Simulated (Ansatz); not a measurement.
For BeAl (model structure, started from the CuAu type, P4/mmm, No. 123, 2 atoms in the cell), PBE (Ansatz, a quantum-chemistry and plane-wave program, PAW) gives:

- lattice constant a = 2.656 Å
- c axis length = 3.580 Å
- bulk modulus B0 = 92.6 GPa
- cohesive energy = 3.33 eV/atom

### Question
What does r²SCAN (PAW; Ansatz) give for the same quantities?

### Answer

- lattice constant a: 2.647 Å (drops by 0.3 %)
- lattice parameter c: 3.547 Å (shrinks by 0.9 %)
- bulk modulus: 97.0 GPa (goes up by 4.8 %)
- cohesive energy: 3.45 eV/atom (rises by 0.12 eV/atom)

Changes are worked out from the printed values.

Unless a cell is named, each level is at its own relaxed cell (PBE 12.62, r²SCAN 12.43 Å³/atom).

Caveats: the bulk modulus is −V dP/dV from two relaxed cells at ±2 % in volume (PBE, r²SCAN). Ansatz's density-functional and Hartree–Fock values are scalar-relativistic unless marked +SOC, with PAW data made under PBE.

A model structure was made by putting elements into a prototype or built by hand; it is no filed structure, need not be a known phase, and can be a saddle point held by its symmetry.
